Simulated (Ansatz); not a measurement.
System: AlPt (model structure, Fm-3m, No. 225, 2 atoms in the cell). Method: PBEsol in Ansatz (plane waves, PAW).

Settings: plane-wave cutoff 520 eV, 20×20×20 k mesh, Fermi–Dirac smearing 0.05 eV, scalar-relativistic PAW data made under PBE.

Cell (relaxed at this level):

```xyz
2
Lattice="0.0000 2.5405 2.5405 2.5405 0.0000 2.5405 2.5405 2.5405 0.0000" Properties=species:S:1:pos:R:3 pbc="T T T"
Pt     0.0000     0.0000     0.0000
Al     2.5405     2.5405     2.5405
```

Problem. Estimate the bulk modulus that the calculation returns.

Solution. 
* **bulk modulus**: 149 GPa

The run finds no gap.

Note: the bulk modulus is −V dP/dV from two relaxed cells at ±2 % in volume; the relaxation could raise the start's symmetry but not lower it, so the cell can be a saddle point.

Spin–orbit coupling is not included.

Static lattice: no zero-point or thermal effects.

Computing time: around 40 core-seconds (rough).

A model structure was made by putting elements into a prototype or built by hand; it is no filed structure, need not be a known phase, and can be a saddle point held by its symmetry.

Ansatz is a quantum-chemistry and plane-wave program.
